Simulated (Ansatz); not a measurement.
Start from SiO₂ in the rutile structure (space group P4_2/mnm, No. 136).

```cif
data_O4Si2
_chemical_formula_sum 'Si2 O4'
_space_group_name_H-M_alt 'P 1'
_space_group_IT_number 1
_cell_length_a 4.23617
_cell_length_b 4.23617
_cell_length_c 2.69043
_cell_angle_alpha 90.000
_cell_angle_beta 90.000
_cell_angle_gamma 90.000
loop_
_space_group_symop_operation_xyz
  'x, y, z'
loop_
_atom_site_label
_atom_site_type_symbol
_atom_site_fract_x
_atom_site_fract_y
_atom_site_fract_z
_atom_site_occupancy
Si1 Si 0.00000 0.00000 0.00000 1
Si2 Si 0.50000 0.50000 0.50000 1
O1 O 0.30699 0.30699 0.00000 1
O2 O 0.80699 0.19301 0.50000 1
O3 O 0.19301 0.80699 0.50000 1
O4 O 0.69301 0.69301 0.00000 1
```

The values are results of PBE in Ansatz (plane waves to 420 eV, PAW, no spin-orbit coupling), not measurements.

For the base:

Gap between the host's bands: 5.04 eV
Gap character: direct at Γ

Modification: 0.483 holes added to each cell, a density of 1.0×10^22 cm⁻³, with a uniform compensating background at fixed cell and a 300 K Fermi–Dirac width.

Problem. What does the calculation give for the gap between the host's bands after the change?

Solution. The gap between the host's bands rises by 0.20 eV to 5.24 eV.

Problem. Predict the new Fermi level from band edge.

Solution. The Fermi level relative to the doped band's edge (positive inside the band; to 0.05 eV) is +0.85 eV.

Problem. Estimate the effect on the gap character.

Solution. The gap character remains direct at Γ.

Carriers are added with a uniform compensating background; total energy and stress of such cells depend on the potential's zero and are not compared; many-body gap narrowing is missing at this level. Stability against distortions was not tested.

Ansatz is a first-principles code.
